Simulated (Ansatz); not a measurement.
The parent structure is SrBr$_{2}$ in the anatase structure (space group I4_1/amd, No. 141; a = 6.0426 Å, c = 14.5087 Å; a hypothetical phase, not in the database extracts checked).

(Cell as relaxed with PBE.)

Levels (all Ansatz, a quantum-chemistry and plane-wave program, PAW): PBE (420 eV, without spin-orbit coupling); PBEsol (420 eV, scalar-relativistic without spin-orbit coupling).

Each level relaxes its own structure.

```
quantity                                        PBE                          PBEsol
-------------------  ------------------------------  ------------------------------
volume per atom                            44.15 Å³                        41.75 Å³
lattice parameter a                         6.043 Å                         5.943 Å
lattice parameter c                        14.509 Å                        14.183 Å
band gap                                    4.60 eV                         4.64 eV
gap character        indirect, Γ–X (89 % along) → Γ  indirect, Γ–X (89 % along) → Γ
```

PBE's volume per atom lies 2.40 Å³ above PBEsol's (5.7 %); PBE's lattice parameter a lies 0.0993 Å above PBEsol's (1.7 %); PBE's lattice parameter c lies 0.3255 Å above PBEsol's (2.3 %); PBE's band gap lies 0.04 eV below PBEsol's; the two agree on the gap character. Neither level is exact; PBEsol is the comparison here, not a measurement.

No phonon test of stability was made.
